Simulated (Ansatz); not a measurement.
**WSe2, pressure series**

Start from WSe₂ in the 2H-MoS2 type structure (space group P6_3/mmc, No. 194; layered, stacked along the Cartesian z axis).

```cif
data_Se4W2
_chemical_formula_sum 'W2 Se4'
_space_group_name_H-M_alt 'P63/mmc'
_space_group_IT_number 194
_space_group_name_Hall '-P 6c 2c'
_cell_length_a 3.27906
_cell_length_b 3.27906
_cell_length_c 12.78607
_cell_angle_alpha 90.000
_cell_angle_beta 90.000
_cell_angle_gamma 120.000
loop_
_atom_site_label
_atom_site_type_symbol
_atom_site_symmetry_multiplicity
_atom_site_Wyckoff_symbol
_atom_site_fract_x
_atom_site_fract_y
_atom_site_fract_z
_atom_site_occupancy
W1 W 2 c 0.33333 0.66667 0.25000 1
Se1 Se 4 f 0.66667 0.33333 0.11827 1
```

Cell and atoms are relaxed at each pressure.

Calculations: PBE-D3(BJ) (Ansatz, a program for electronic structure; PAW; 420 eV plane waves; without spin-orbit coupling).

Before the change:

| Property | Result |
|---|---|
| Band gap | 0.87 eV |

Q: The aim is a band gap between 0.44 eV and 0.48 eV. Which of these changes reaches it?
A. pressure 10 GPa
B. pressure −2 GPa
C. pressure −1 GPa
D. pressure 5 GPa

A: A, pressure 10 GPa. It gives 0.47 eV; pressure 5 GPa gives 0.63 eV; pressure −2 GPa gives 1.08 eV; pressure −1 GPa gives 0.95 eV. Changes not listed may reach it too

Spin-orbit coupling, missing from the scalar runs, can matter with W. Load acts through the strain it causes; cell and atoms are relaxed under it. Stability against distortions was not tested. No other phases were tried under pressure.
